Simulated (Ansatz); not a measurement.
The starting structures come from a database of crystals and need not be the phases stable at ambient conditions.

By PBEsol, the system below comes out a metal.

The ballistic (Sharvin) conductance counts the channels at the Fermi level: G/A = (e²/h) × channels of both spins per area.

Input:

```yaml
crystal:
  lattice:
    - [4.92187, 0.00000, 0.00000]
    - [0.00000, 4.92187, 0.00000]
    - [0.00000, 0.00000, 4.92187]
  atoms:
    - { symbol: Ga, position: [0.90702, 0.90702, 0.09298] }
    - { symbol: Ga, position: [0.59298, 0.09298, 0.59298] }
    - { symbol: Ga, position: [0.40702, 0.59298, 0.90702] }
    - { symbol: Ga, position: [0.09298, 0.40702, 0.40702] }
    - { symbol: Pt, position: [0.60057, 0.60057, 0.39943] }
    - { symbol: Pt, position: [0.89943, 0.39943, 0.89943] }
    - { symbol: Pt, position: [0.10057, 0.89943, 0.60057] }
    - { symbol: Pt, position: [0.39943, 0.10057, 0.10057] }
```

The cell is taken as given; by PBEsol it stands under a pressure of -2.3 GPa.

The current flows along the normal of the first two printed cell vectors, the (001) plane of the conventional cell. No spin-orbit coupling; the value is a mean over 0.1 eV about the Fermi level.

Question: Predict the ballistic conductance per area from Ansatz (a first-principles code) with PBEsol.

Answer: 0.29 × 10¹⁵ S/m² for both spins.
